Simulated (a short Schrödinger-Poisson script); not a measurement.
Structure: MOS inversion layer, Al2O3 on p-type Ge(111), at 300 K.

| layer | material | thickness (nm) | Na (cm⁻³) |
|---|---|---|---|
| 1 | Al2O3 | 6.2 | - |
| 2 | Ge | 1400 | 8.4e16 |

The device is made up for the run: typed textbook-type constants, with dimensions and the other settings drawn at random. Al2O3: permittivity 9, conduction-band edge (eV) 2.65, gap (eV) 6.8, electron mass (mₑ) 0.3. Ge: permittivity 16, conduction-band edge (eV) 0, gap (eV) 0.664, Nv at 300 K (cm⁻³) 6e18.

Channel valleys (confinement mass, in-plane density-of-states mass, number): L1 1.59, 0.08, 1; L3 0.09, 0.34, 3. At the gate the conduction-band edge of layer 1 lies 2.72 eV − eVg above the Fermi level of the channel; the field vanishes at the back. Gaps are held at their typed values at every temperature. Mesh 0.03 nm at interfaces.

From a short Schrödinger-Poisson script (our own, NumPy): 1D Poisson equation in equilibrium, electrons quantum, Hartree (BenDaniel-Duke, 12 states a valley, the channel's in-plane mass for all, wave functions ending at the dielectric), parabolic valleys, classical holes, full ionisation, no traps, pinning or gate leakage.

The same stack at other levels of the model or other numerical settings:

| run | sheet density of all electrons at Vg = 1.6 V (cm⁻²) | sheet density of all electrons at Vg = 0.4 V (cm⁻²) | capacitance at Vg = 1.6 V (μF/cm²) | centroid of the channel electrons at Vg = 1.6 V (nm) | rough cost against the base |
|---|---|---|---|---|---|
| base | 9.26e12 | 1.38e12 | 1.10 | 2.50 | about 1 |
| electrons treated as classical, Boltzmann | 1.07e13 | 1.74e12 | 1.24 | ? | 0.05 |
| electrons treated as classical, Fermi-Dirac | ? | ? | 1.17 | 1.32 | 0.3 |
| mesh six times as coarse | 9.27e12 | 1.38e12 | 1.10 | 2.49 | 0.3 |
| one subband a valley | 9.14e12 | 1.33e12 | 1.09 | 2.48 | 0.5 |

Question: Fill in the missing entries.

Answer: 
- electrons treated as classical, Boltzmann, centroid of the channel electrons at Vg = 1.6 V (nm): 0.87
- electrons treated as classical, Fermi-Dirac, sheet density of all electrons at Vg = 0.4 V (cm⁻²): 1.70e12
- electrons treated as classical, Fermi-Dirac, sheet density of all electrons at Vg = 1.6 V (cm⁻²): 1.02e13

The classical rows ignore confinement, and Boltzmann statistics overrate the density once the band edge passes the Fermi level.

Only the L valleys are kept; under strong confinement the Δ valleys of Ge fill too.
